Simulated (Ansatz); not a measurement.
The starting structures come from a database of crystals and need not be the phases stable at ambient conditions.

 Where the default PAW files enter, the runs use the earlier of Ansatz's two default sets.

Consider the following.

```
N4Si3
1.0
    2.90520     0.00000     0.00000
    0.00000     7.60454     0.00000
    0.00000    -3.80227     6.78330
Si N
6 8
Direct
  0.25000   0.82495   0.23108
  0.75000   0.17505   0.76892
  0.75000   0.23108   0.40613
  0.25000   0.76892   0.59387
  0.25000   0.40613   0.17505
  0.75000   0.59387   0.82495
  0.25000   0.66667   0.33333
  0.75000   0.33333   0.66667
  0.25000   0.66985   0.96919
  0.75000   0.33015   0.03081
  0.75000   0.96919   0.29934
  0.25000   0.03081   0.70066
  0.25000   0.29934   0.33015
  0.75000   0.70066   0.66985
```

Space group of this cell: P2_1/m. The cell is strained (lengths along the current scaled by 1.03, ions clamped); by r2SCAN its mean pressure is -6.9 GPa.

Transport runs along the normal of the first two printed cell vectors.

No gap correction and no spin-orbit coupling; mid-gap values are interpolated between computed energies.

Task: State the band gap and the smallest decay constant κ at mid-gap according to r2SCAN in Ansatz (a program for electronic structure).

Result: Gap 5.07 eV on a 10×6×6 mesh; κ = 0.376 1/Å, at the zone centre.
